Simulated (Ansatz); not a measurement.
The starting structures come from a database of crystals and need not be the phases stable at ambient conditions.

Inside the gap of an insulator the Bloch states are evanescent, with a wavenumber k + iκ along the transport direction.

Consider the following.

```
CELL_PARAMETERS angstrom
      5.73911     0.00000     0.00000
      0.00000     7.41475     0.01067
      2.86955    -0.39005     4.93284
ATOMIC_POSITIONS crystal
  K  0.00000 0.50000 0.00000
  K  0.66890 0.81093 0.66220
  K  0.33110 0.18907 0.33780
  Ca 0.00000 0.00000 0.00000
  H  0.50000 0.50000 0.00000
  P  0.66165 0.25302 0.67669
  P  0.33835 0.74698 0.32331
  O  0.81770 0.22273 0.36460
  O  0.18230 0.77727 0.63540
  O  0.62159 0.46371 0.75682
  O  0.37841 0.53629 0.24318
  O  0.37916 0.17086 0.79936
  O  0.62084 0.82914 0.20064
  O  0.17852 0.82914 0.20064
  O  0.82148 0.17086 0.79936
```

Space group of this cell: C2/m. The cell was relaxed by PBE-D3(BJ); by PBEsol its mean pressure is -1.1 GPa.

Transport runs along the normal of the first two printed cell vectors.

No gap correction and no spin-orbit coupling; mid-gap values are interpolated between computed energies.

Give the band gap and the smallest decay constant κ at mid-gap that PBEsol (Ansatz, a program for electronic structure) yields.

Gap 5.05 eV on a 6×4×6 mesh; κ = 0.435 1/Å, at the zone centre.
